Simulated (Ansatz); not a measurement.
# A computed series for SiC: point defects

Base system: an 8-atom supercell of SiC in the zinc blende structure (space group F-43m, No. 216; a = 4.356 Å) at its relaxed geometry.

One neutral defect a cell, atoms relaxed at fixed cell.

Level of theory: Ansatz (a first-principles code), r2SCAN, PAW, cutoff 500 eV, scalar-relativistic without spin-orbit coupling.

| change | largest displacement of a host atom from its site in the perfect cell | pressure |
|---|---|---|
| perfect supercell | – | 0.0 GPa |
| O on a C site, symmetric start | 0.22 Å | 5.9 GPa |
| Si on a C site (antisite) | … | 47.2 GPa |
| Li interstitial (started 1.89 Å from the nearest host atom), symmetric start | 0.01 Å | 14.8 GPa |
| Si interstitial (started 1.78 Å from the nearest host atom), symmetric start | 0.36 Å | 41.5 GPa |
| C vacancy | 0.01 Å | … |

Task: Complete the table.

Result: 
- Si on a C site (antisite), largest displacement of a host atom from its site in the perfect cell: 0.18 Å
- C vacancy, pressure: -1.4 GPa

The magnetic state is the one reached from the starting moments; the real material's order can differ, and small cells can't hold many antiferromagnetic ones. The cell is small, so the values are those of an ordered compound at a high defect concentration; dilute-limit values will differ. The mesh was chosen for an insulator and is coarse for the gapless case. Defects with a symmetric start kept the site's symmetry and may sit on a saddle; the others started slightly shaken. Starting moments died away, wholly or in part, for O on a C site, Si on a C site (antisite), Li interstitial (started 1.89 Å from the nearest host atom) and Si interstitial (started 1.78 Å from the nearest host atom) and more; another magnetic solution may exist.
